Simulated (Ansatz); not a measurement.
**Hf: tensor shear ε_xz = +1.43 %**

Consider Hf in the hcp (Mg type) structure (space group P6_3/mmc, No. 194; a = 3.158 Å, c = 5.004 Å; relaxed with 0.1 eV smearing). Axes: x lies along a and z along c of the hexagonal cell.

Now apply this change: a pure shear with ε_xz = ε_zx = 0.0143, atoms relaxed at fixed cell.

Method: Ansatz (an electronic-structure program), PBEsol, PAW, cutoff 420 eV, spin-orbit coupling left out. k-mesh 21×21×12 (Γ-centred); smearing 0.1 eV (Fermi–Dirac).

The volume per atom is still 21.61 Å³ and the space group changes from P6_3/mmc (No. 194) to C2/c (No. 15). The shortest interatomic distance decreases by 0.036 Å (3.096 Å → 3.060 Å) and the energy goes up by 2.7 meV/atom. The band gap is still zero and the stress (xx, yy, zz, yz, xz, xy; compression positive) comes out as (0.0, -0.1, 0.1, 0.0, -1.4, 0.0) GPa.

The cells carry an imposed strain or load. Stability against distortions was not tested. All final runs are without spin polarisation.
